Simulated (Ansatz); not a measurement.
LaB3C3 (model structure, started from the SrB3C3 type, Pm-3n, No. 223, 14 atoms in the cell) was calculated with PBEsol in Ansatz (PAW).

Settings: plane-wave cutoff 520 eV, 8×8×8 k mesh, Fermi–Dirac smearing 0.01 eV, scalar-relativistic PAW data made under PBE.

Cell (relaxed with PBEsol):

```
CELL_PARAMETERS angstrom
      4.87203     0.00000     0.00000
      0.00000     4.87203     0.00000
      0.00000     0.00000     4.87203
ATOMIC_POSITIONS crystal
  La 0.50000 0.50000 0.50000
  La 0.00000 0.00000 0.00000
  B  0.25000 0.00000 0.50000
  B  0.50000 0.25000 0.00000
  B  0.50000 0.75000 0.00000
  B  0.75000 0.00000 0.50000
  B  0.00000 0.50000 0.75000
  B  0.00000 0.50000 0.25000
  C  0.25000 0.50000 0.00000
  C  0.00000 0.25000 0.50000
  C  0.00000 0.75000 0.50000
  C  0.75000 0.50000 0.00000
  C  0.50000 0.00000 0.75000
  C  0.50000 0.00000 0.25000
```

Task: What does this level give for the band gap, smallest direct gap on the k points sampled and direct gap at Γ?

Result: 
band gap: 0.63 eV
smallest direct gap on the k points sampled: 1.53 eV
direct gap at Γ: 1.58 eV

Note: the relaxation could raise the start's symmetry but not lower it, so the cell can be a saddle point.

Spin–orbit coupling is not included.

The computed numbers hold no vibrational or temperature effects.

A model structure was made by putting elements into a prototype or built by hand; it is no filed structure, need not be a known phase, and can be a saddle point held by its symmetry.

Ansatz is a quantum-chemistry and plane-wave program.
